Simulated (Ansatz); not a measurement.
System: antifluorite Be2C. Method: G0W0@PBE0 (Ansatz, a program for electronic structure, plane waves, hard PAW, contour deformation).

The cell has the measured lattice parameters. Conventional cell: a = 4.3400 Å, b = 4.3400 Å, c = 4.3400 Å, α = 90.00°, β = 90.00°, γ = 90.00°.

One run with a 6×6×6 mesh, response cutoff 150 eV and 157 empty bands, not extrapolated in mesh or basis; no spin–orbit coupling.

Some levels at Γ in eV, each set counted from its highest filled level:

```json
[
 {"row": "1", "degeneracy": "1", "PBE0": "-16.72", "quasiparticle": "[?]"},
 {"row": "2", "degeneracy": "3", "PBE0": "0.00", "quasiparticle": "0.00"},
 {"row": "3", "degeneracy": "2 or more", "PBE0": "5.80", "quasiparticle": "5.73"}
]
```

Problem. What belongs in the gaps?

Solution. 
- 1, quasiparticle: -16.01

Levels within 5 meV count as one row.

Note: GW on a hybrid start was not checked against another program; cell and atoms aren't relaxed at this level.
